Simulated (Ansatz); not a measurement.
Start from WSe$_{2}$ in the 2H-MoS2 type structure (space group P6_3/mmc, No. 194; layered, stacked along the Cartesian z axis).

```xyz
6
Lattice="3.2304 0.0000 0.0000 -1.6152 2.7976 0.0000 0.0000 0.0000 12.4106" Properties=species:S:1:pos:R:3 pbc="T T T"
W      0.0000     1.8651     3.1026
W      1.6152     0.9325     9.3079
Se     0.0000     1.8651     7.6268
Se     1.6152     0.9325     1.4215
Se     1.6152     0.9325     4.7838
Se     0.0000     1.8651    10.9891
```

Level of theory: PBEsol-D3(BJ) (Ansatz, an electronic-structure program), no spin-orbit coupling, earlier PAW set.

Modification: full substitution Se → S; the structure is relaxed again.

Measured band gap: WSe2 1.2 eV (room temperature; as listed in Carlos M. O. Bastos et al., Physical Review Materials (2019)); WS2 1.35 eV (room temperature; as listed in Carlos M. O. Bastos et al., Physical Review Materials (2019)).

Measured lattice parameter a: WSe2 3.282 Å (room temperature; as listed in arXiv:1605.07067); WS2 3.153 Å (room temperature; as listed in arXiv:1605.07067).

Q: How well does PBEsol-D3(BJ) reproduce the measured shift?

A: With PBEsol-D3(BJ) the band gap moves by -0.02 eV (0.67 → 0.66) against +0.15 eV measured; the lattice parameter a moves by -0.116 Å (3.230 → 3.115) against -0.129 Å measured.

Spin-orbit coupling, missing from the scalar runs, can matter with W. Stability against distortions was not tested.
